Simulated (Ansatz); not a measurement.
The starting structures come from a database of crystals and need not be the phases stable at ambient conditions.

Evanescent states of Ba$_{2}$SrWO$_{6}$ (R-3, not sure to be the ambient phase, 10 atoms a cell, 16.6 Å³ an atom, -8 GPa at this level) along the normal of (110)

The numbers are results of PBEsol (plane waves, PAW; Ansatz, a quantum-chemistry and plane-wave program), not measurements.

The gap is the functional's own. No spin-orbit coupling. Mid-gap values are interpolated on the energy grid.

Energies count from the valence-band top; κ is the least over a 6×4 mesh across the current.

| E (eV) | κ (1/Å) | where |
|---|---|---|
| 0.07 | 0.199 | off Γ |
| 0.21 | 0.270 | Γ |
| 0.35 | 0.290 | Γ |
| 0.49 | 0.306 | Γ |
| 0.63 | 0.320 | Γ |
| 0.77 | ? | Γ |
| 0.91 | ? | Γ |
| 1.05 | ? | Γ |
| 1.19 | ? | Γ |
| 1.33 | ? | Γ |
| 1.47 | ? | Γ |
| 1.61 | ? | Γ |
| 1.75 | ? | Γ |
| 1.89 | ? | Γ |
| 2.03 | ? | Γ |
| 2.17 | 0.288 | Γ |
| 2.31 | 0.264 | Γ |
| 2.45 | 0.234 | Γ |
| 2.59 | 0.192 | Γ |
| 2.73 | 0.127 | Γ |

Fill in the missing entries.


- 0.77, κ (1/Å): 0.331
- 0.91, κ (1/Å): 0.341
- 1.05, κ (1/Å): 0.348
- 1.19, κ (1/Å): 0.355
- 1.33, κ (1/Å): 0.354
- 1.47, κ (1/Å): 0.350
- 1.61, κ (1/Å): 0.343
- 1.75, κ (1/Å): 0.334
- 1.89, κ (1/Å): 0.322
- 2.03, κ (1/Å): 0.307
